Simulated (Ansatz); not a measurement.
A computed series for ZnSe: alloy series

The parent structure is ZnSe in the zinc blende structure (space group F-43m, No. 216; a = 5.634 Å).

The other end (x = 1) is CdSe in the zinc blende structure (space group F-43m, No. 216): 28.12 Å³/atom, gap 0.48 eV.

Cd replaces a fraction x of Zn; each row is one arrangement (x, atoms in the cell, starting space group or random), fully relaxed.

Levels (all Ansatz, a first-principles code, PAW): PBEsol (420 eV, no spin-orbit coupling); r2SCAN (500 eV, no SOC); HSE06 (420 eV, no SOC).

Band gaps by level, all at the geometries relaxed with PBEsol:

| case | PBEsol | r2SCAN | HSE06 |
|---|---|---|---|
| base | 1.24 eV | 1.94 eV | 2.50 eV |
| x(Cd) = 0.25, 8 atoms, Pmm2 | 0.94 eV | [?] | [?] |
| x(Cd) = 0.333, 6 atoms, Imm2 | 0.87 eV | 1.53 eV | [?] |

Q: Complete the table.

A: 
- x(Cd) = 0.25, 8 atoms, Pmm2, r2SCAN: 1.61 eV
- x(Cd) = 0.25, 8 atoms, Pmm2, HSE06: 2.13 eV
- x(Cd) = 0.333, 6 atoms, Imm2, HSE06: 2.05 eV

Single points use the geometry relaxed with PBEsol. Each cell is one ordered arrangement of few atoms, which overstates ordering effects compared with a random alloy. Stability against distortions was not tested.
